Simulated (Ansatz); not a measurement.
Consider the following.

```
AlN
1.0
    3.13023     0.00000     0.00000
   -1.56512     2.71086     0.00000
    0.00000     0.00000     4.92768
Al N
2 2
Direct
  0.33333   0.66667   0.99838
  0.66667   0.33333   0.49838
  0.33333   0.66667   0.38362
  0.66667   0.33333   0.88362
```

No spin polarisation.

Method: Ansatz (a first-principles code), PBE, PAW, cutoff 420 eV, spin-orbit coupling left out. k-mesh 12×12×7 (Γ-centred); smearing 0.05 eV (Fermi–Dirac).

Question: What band gap does the calculation give?

Answer: 4.09 eV.

Question: What valence-band top at Γ (three highest levels, from the VBM) does the calculation give?

Answer: 0.00, -0.36, -0.36 eV.

Question: Predict the stress (xx, yy, zz, yz, xz, xy; compression positive).

Answer: (1.94, 1.94, 6.31, 0.00, 0.00, 0.00) GPa.

The cells carry an imposed strain or load. Stability against distortions was not tested. The cell was made from AlN in the wurtzite structure (space group P6_3mc, No. 186) by this change: uniaxial strain ε_zz = −1.80 %.
